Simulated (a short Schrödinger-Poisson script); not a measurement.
From a short Schrödinger-Poisson script (our own, NumPy): one-band effective-mass equation with BenDaniel-Duke matching, electrons, heavy and light holes apart, hard walls at the outer ends, one valence edge for both holes (no strain splitting), no charge, excitons, band mixing or non-parabolicity; under a field the levels are quasi-bound states of a box, listed while three quarters of their weight lies within 4 nm of the wells.

Stack: single CdTe/Cd0.85Zn0.15Te quantum well.

```
layer        material  thickness (nm)
-----  --------------  --------------
1      Cd0.85Zn0.15Te              20
2                CdTe              12
3      Cd0.85Zn0.15Te              20
```

The device is made up for the run: typed textbook-type constants, with dimensions and the other settings drawn at random. CdTe: direct gap (eV) 1.5, conduction-band edge (eV) 0, electron mass (mₑ) 0.096, heavy-hole mass 0.6, light-hole mass 0.12. Cd0.85Zn0.15Te: direct gap (eV) 1.59, conduction-band edge (eV) 0.072, electron mass (mₑ) 0.1, heavy-hole mass 0.6, light-hole mass 0.13.

The valence-band edge of each layer lies one gap below its conduction-band edge. The electron's potential energy rises along the stack by the applied field. Mesh 0.03 nm at interfaces.

Gate and field steps stay those of the base.

One input was changed, with this effect: e1-hh1 transition at zero applied field 1.516 → 1.522 eV; shift of e1-hh1 at 4.5 kV/cm -0.3 → -0.2 meV; hh1 − lh1 4.4 → 5.1 meV; e1 above the well's band edge 13.6 → 18.4 meV.

Problem. Which change was it?
A) conduction-band offset 0.072 → 0.065 eV
B) electron mass in the well 0.096 → 0.067 mₑ
C) well width 12 → 9.6 nm

Solution. C, well width 12 → 9.6 nm

Excitons are left out, and strain enters only through the typed gaps and offsets, so measured lines lie elsewhere.
